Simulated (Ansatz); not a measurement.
Results of r²SCAN+rVV10 in Ansatz (PAW) for MoS2 (within 0.1 Å of P6₃/mmc, No. 194, 12 atoms in the cell; start mp-1027525).

Numerical settings: plane-wave cutoff 560 eV, 12×12×1 k mesh (along the axes of the cell as run), Fermi–Dirac smearing 0.01 eV, no spin polarisation, scalar-relativistic PAW data made under PBE.

Cell (relaxed at this level):

Space group P6₃/mmc (No. 194); a = b = 3.173 Å, c = 12.434 Å, α = β = 90.00°, γ = 120.00°

```csv
atom,site,symmetry,x,y,z
Mo,2c,-6m2,0.3333,0.6667,0.2500
S,4f,3m.,0.6667,0.3333,0.1249
```
(The calculation used a cell of 12 atoms; values per cell refer to that cell.)

Problem. Estimate the band gap and direct gap at Γ that the calculation returns.

Solution. 
- band gap = 1.02 eV (on the SCF k mesh)
- direct gap at Γ = 2.24 eV

Spin–orbit coupling is not included.

The computed numbers hold no vibrational or temperature effects.

Computing time: around 50 core-minutes (rough).

A start named mp-… is a Materials Project structure, which need not be a measured phase.

Ansatz is a first-principles code.
